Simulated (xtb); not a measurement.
xtb 6.7.1, GFN2-xTB: [CH2]C(C)(C)N[SiH2]NC(C)(C)C, charge 0, multiplicity 2, 32 atoms. The geometry is a generated start, not checked to be a minimum at this level.

```json
{
 "run_flags": "--grad",
 "method": "GFN2-xTB",
 "--acc": "1 (default)",
 "--etemp (K)": "300 (default)",
 "basis_functions": "71",
 "valence_electrons": "67"
}
```

Charge 0 and multiplicity 2 are set for this test and not shown to be the ground state. GFN-xTB has no spin term: --uhf 1 sets the occupations alone.

One run each on 1 thread. Values of broydamp tried: 0.02, 0.05, 0.1, 0.2, 0.4 (default), 0.6, 0.8, 1.

Task: Predict the course of the SCC iterations along this series.

Result: Fewest SCC iterations, within one of each other: 0.4 (default) with 13, 0.6 with 13, 0.8 with 13, 1 with 13. The count rises to 21 at 0.02. All converge to one solution.

```csv
broydamp,SCC iterations,end
0.02,21,same solution
0.05,20,same solution
0.1,18,same solution
0.2,15,same solution
0.4 (default),13,same solution
0.6,13,same solution
0.8,13,same solution
1,13,same solution
```
